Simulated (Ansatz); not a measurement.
The parent structure is BeS in the zinc blende structure (space group F-43m, No. 216; a = 4.796 Å). Axes: x, y, z lie along the cube axes.

Method: Kohn–Sham DFT with the LDA functional, run in Ansatz (an electronic-structure program) with PAW and 420 eV plane waves, without spin-orbit coupling.

Modification: uniaxial strain ε_zz = +3.00 %, all other strain components held at zero, atoms relaxed at fixed cell.

**Question.** Predict the stress tensor and what it implies for the stiffness.

**Answer.** Stress of the strained cell less that of the base (GPa, compression positive):
```
  -1.85    0.00    0.00
   0.00   -1.85    0.00
   0.00    0.00   -4.89
```

Then −Δσ_ii/ε with ε = 0.0300 gives secant stiffness values (nonlinear terms included at this strain): C33 ≈ 163 GPa, C13 ≈ 62 GPa and C23 ≈ 62 GPa.

As a check, the harmonic strain energy −½ V₀ Δσ:ε is 6.3 meV/atom; the computed energy rise is 6.4 meV/atom.

Whether these cells are dynamically stable was not tested.
